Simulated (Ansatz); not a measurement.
**C under a change: biaxial strain +0.83 %, plane normal [111], relaxed out of plane**

The reference is C in the diamond structure (space group Fd-3m, No. 227; a = 3.532 Å). Axes: x, y, z lie along the cube axes.

It is then changed as follows: biaxial strain +0.83 %, plane normal [111], relaxed out of plane (Cartesian); in-plane vectors clamped, the third vector and the atoms free.

The values are results of LDA (Ansatz, a program for electronic structure), spin-orbit coupling left out, not measurements. Γ-centred 16×16×16 mesh, Fermi–Dirac width 0.05 eV.

| quantity | base | changed | shift |
|---|---|---|---|
| volume per atom | 5.51 Å³ | 5.59 Å³ | +0.087 Å³ |
| space group | Fd-3m (No. 227) | R-3m (No. 166) | – |
| shortest interatomic distance | 1.529 Å | 1.529 Å | 0.000 Å |
| energy relative to the base (free energy F) | 0 meV/atom | +3.1 meV/atom | +3.1 meV/atom |
| pressure (mean of the normal stresses, compression positive) | 0.00 GPa | -7.05 GPa | -7.044 GPa |
| band gap | 4.17 eV | 4.11 eV | -0.06 eV |
| gap character | – | indirect, Γ → k = (0, 3/8, -3/8) in the run's primitive reciprocal basis | – |
| smallest direct gap | 5.62 eV | 5.47 eV | -0.15 eV |
| hole mass | – | 0.18 mₑ out of plane, 0.66 mₑ in plane (at Γ) | – |
| valence-band top at Γ (three highest levels, from the VBM) | 0.00, 0.00, 0.00 eV | 0.00, -0.03, -0.03 eV | – |
| valley order (the lowest conduction-band minima on the path, energy above the VBM, named in the base's zone) | a point along ⟨100⟩, about 1.3 Å⁻¹ from Γ 4.17 eV | a point along [001], about 1.3 Å⁻¹ from Γ 4.12 eV; Γ 5.47 eV | – |
| out-of-plane strain | – | -0.09 % | – |
| ratio −ε⊥/ε∥ | – | 0.11 | – |
| mean in-plane stress (compression positive) | – | -10.6 GPa | – |

Final structure (turned so that z lies along the plane normal):

```
CELL_PARAMETERS angstrom
      2.51805     0.00000     0.00000
      1.25902     2.18069     0.00000
      1.25902    -0.72690     2.03715
ATOMIC_POSITIONS crystal
  C  0.00017 0.99992 0.99975
  C  0.49983 0.25008 0.75025
```

Cost of the whole job for the changed cell (relaxation, final SCF and bands): roughly 22 core-seconds.

Masses are band curvatures over ±0.01 Å⁻¹ around the edge. Whether these cells are dynamically stable was not tested. Labels are those of the standard path for the cell's own space group.
